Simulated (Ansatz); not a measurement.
# A computed series for HfC: response to strain

Take HfC in the rock salt structure (space group Fm-3m, No. 225; relaxed with 0.1 eV smearing) as the base.

```yaml
crystal:
  lattice:
    - [0.00000, 2.30353, 2.30353]
    - [2.30353, 0.00000, 2.30353]
    - [2.30353, 2.30353, 0.00000]
  atoms:
    - { symbol: Hf, position: [0.00000, 0.00000, 0.00000] }
    - { symbol: C, position: [0.50000, 0.50000, 0.50000] }
```

Strains are applied to the cell and any free atomic positions relax.

Computed with Ansatz (a program for electronic structure), PBEsol, PAW, cutoff 420 eV, scalar-relativistic without spin-orbit coupling.

```
isotropic strain (%)  pressure (GPa)
--------------------  --------------
-2                              16.9
-1.5                               ?
-1                               7.9
-0.5                             3.8
0                                0.0
0.5                             -3.6
1.5                            -10.2
2                              -13.1
3                              -18.5
```

**Question.** Fit P = P₀ − Bδ + Cδ² with δ = (1 + ε)³ − 1 to the rows shown and predict the withheld row.

**Answer.** Least squares on the printed values gives P₀ = 0.0 GPa, B = 252 GPa, C = 570 GPa (largest residual 0.1 GPa); this predicts 12.3 GPa, and the run gives 12.3 GPa, in agreement.

Whether these cells are dynamically stable was not tested. All final runs are without spin polarisation.
